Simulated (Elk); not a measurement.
Worked example: self-consistent single point of K3Al (Pm-3m, 4 atoms in the cell) in Elk.

Method of the run: PBEsol, all-electron FP-LAPW, Elk's shipped species files, APW+lo basis with extra local orbitals (Elk 10.2.4).

```yaml
crystal:
  lattice:
    - [5.77187, 0.00000, 0.00000]
    - [0.00000, 5.77187, 0.00000]
    - [0.00000, 0.00000, 5.77187]
  atoms:
    - { symbol: K, position: [0.00000, 0.50000, 0.50000] }
    - { symbol: K, position: [0.50000, 0.00000, 0.50000] }
    - { symbol: K, position: [0.50000, 0.50000, 0.00000] }
    - { symbol: Al, position: [0.00000, 0.00000, 0.00000] }
```

Reference input (self-consistent single point, DFT, PBEsol, all-electron FP-LAPW, Elk's shipped species files, APW+lo basis with extra local orbitals): xctype = 22; rgkmax = 8; stype = 3; swidth = 0.00183747 Ha; ngridk = 5 5 5; gmaxvr = 16 1/bohr; nxlo = 2; lorbcnd = true; lmaxi = 2. This run's input differs from it in these lines:

```diff
@@ -50,3 +50,3 @@
 ngridk
-  5 5 5
+  6 6 6
```

Output (repeated stretches shortened):

```
│ Self-consistent loop started │
│ Loop number : 1 │
 total energy                :     -2047.60607522
│ Loop number : 2 │
 total energy                :     -2047.60947729
RMS change in Kohn-Sham potential (target) :   0.4013388611     (  0.1000000000E-05)
Absolute change in total energy (target)   :   0.3402071280E-02 (  0.1000000000E-03)
│ Loop number : 3 │
 total energy                :     -2047.37964118
RMS change in Kohn-Sham potential (target) :   0.3054300232     (  0.1000000000E-05)
Absolute change in total energy (target)   :   0.2289855970     (  0.1000000000E-03)
│ Loop number : 4 │
   [... lines left out ...]
Absolute change in total energy (target)   :   0.6996931620E-03 (  0.1000000000E-03)
│ Loop number : 12 │
 total energy                :     -2046.37063699
RMS change in Kohn-Sham potential (target) :   0.2640844022E-05 (  0.1000000000E-05)
Absolute change in total energy (target)   :   0.1255089344E-03 (  0.1000000000E-03)
│ Loop number : 13 │
 total energy                :     -2046.37062605
RMS change in Kohn-Sham potential (target) :   0.5552916351E-06 (  0.1000000000E-05)
Absolute change in total energy (target)   :   0.4231845469E-04 (  0.1000000000E-03)
Convergence targets achieved

│ Loop number : 14 │

Energies :
 Fermi                       :     0.676199892573E-01
 total energy                :     -2046.37061158

Density of states at Fermi energy :    88.57109678
 (states/Hartree/unit cell)

Estimated indirect band gap :   0.1313620974E-02
 from k-point      7 to k-point     11
Estimated direct band gap   :   0.1263851993E-01
 at k-point     12

Charges :
 core                        :    34.00000000
 valence                     :    36.00000000
 interstitial                :    6.237129207
 muffin-tins (core leakage)
  species :    1 (K)
   atom    1                 :    17.58093106     (  0.1153333464E-06)
   atom    2                 :    17.58093106     (  0.1153333464E-06)
   atom    3                 :    17.58093106     (  0.1153333464E-06)
  species :    2 (Al)
   atom    1                 :    11.02007763     (  0.4679590895E-03)
 total in muffin-tins        :    63.76287079
 total calculated charge     :    70.00678219
 total charge                :    70.00000000
 error                       :   0.6782192308E-02

│ Self-consistent loop stopped │
```

The run converged in 14 iterations. The count includes the last loop, which Elk runs after its targets are met. Against the reference run the free energy goes up by 3.4 meV/atom.

The starting cell comes from a database of computed structures (which also holds hypothetical and non-ambient phases and stackings), without a prior relaxation at this level. Values depend on the basis (sphere radii, cutoffs, local orbitals), which need not be converged. The log's line on a gap gives a spacing of levels on this mesh, which the program prints for metals too.

Cost on one core of a shared machine: roughly 3 min.
